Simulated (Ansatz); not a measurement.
Quick settings and what they miss: LaAu (Cmcm, 4 atoms in the cell)

Self-consistent single point.

```
LaAu
1.0
    1.99953    -5.78956     0.00000
    1.99953     5.78956     0.00000
    0.00000     0.00000     4.80053
La Au
2 2
Direct
  0.86498   0.13502   0.75000
  0.13502   0.86498   0.25000
  0.58700   0.41300   0.75000
  0.41300   0.58700   0.25000
```

Computed with PBEsol, PAW files made with PBE (plane waves; Ansatz, a quantum-chemistry and plane-wave program).

Base settings: basis.ecutwfc = 420 eV; kpoints.mp_grid.grid = 6 6 5; hamiltonian.xc = pbesol; hamiltonian.pseudopotentials = {kind: paw} (the program's default PAW files); scf.occupations.method = cold; scf.occupations.width = 0.1 eV.

Tight run (finer mesh or higher cutoff; not a proven limit): basis.ecutwfc: 420 eV → 590 eV; kpoints.mp_grid.grid: 6 6 5 → 9 9 7; scf.convergence.dr2_threshold: default (1e-07 eV) → 1e-09 eV. It gave Fermi level (on the code's own zero) 13.60 eV; pressure -2.97 GPa; largest force (vector length) 0.061 eV/Å.

Quick runs, as changes from the base:
- A: the base itself
- B: kpoints.mp_grid.grid: 6 6 5 → 4 4 4; scf.convergence.dr2_threshold: default (1e-07 eV) → 0.0001 eV
- C: basis.ecutwfc: 420 eV → 210 eV; kpoints.mp_grid.grid: 6 6 5 → 2 2 2; scf.convergence.dr2_threshold: default (1e-07 eV) → 0.0001 eV
- D: basis.ecutwfc: 420 eV → 295 eV; kpoints.mp_grid.grid: 6 6 5 → 4 4 4; scf.occupations.width: 0.1 eV → 0.2 eV
- E: basis.ecutwfc: 420 eV → 335 eV; kpoints.mp_grid.grid: 6 6 5 → 2 2 2; hamiltonian.xc: pbesol → lda [LDA (PW92)]
- F: basis.ecutwfc: 420 eV → 250 eV; kpoints.mp_grid.grid: 6 6 5 → 1 1 1; scf.occupations.method: cold → fermi_dirac; scf.occupations.width: 0.1 eV → 0.5 eV

Energies are extrapolated to zero smearing width, which holds to low order in the width alone.

Dashes: energy of E, another energy zero.

† marks runs with another functional, U, potentials or spin treatment: their distance from the tight run is not a convergence error alone.

The count of work is k-points × plane waves × bands × iterations; it is no time. 

Pressures in the table are Ansatz's without its Pulay estimate, at a fixed set of plane waves; the tight run's value above holds the estimate.

The starting cell comes from a database of computed structures (which also holds hypothetical and non-ambient phases and stackings), without a prior relaxation at this level. Its lattice was rescaled by a random factor within 2.5 % of one.

| run | energy less tight (meV/atom) | pressure less tight (GPa) | largest miss in a force vector (eV/Å) | count of work / tight |
|---|---|---|---|---|
| A | -2.4 | 0.00 | 0.021 | 0.21 |
| B | -8.3 | -0.17 | 0.077 | 0.11 |
| C | 3147.3 | -95.83 | 0.353 | 0.0093 |
| D | 74.8 | -4.97 | 0.064 | 0.075 |
| E† | – | -3.45 | 0.467 | 0.024 |
| F | 497.7 | -31.07 | 0.683 | 0.0036 |

Among the runs at the tight run's level, the energy misses run from 2.4 to 3147.3 meV/atom.

Keys are those of Ansatz 0.2.
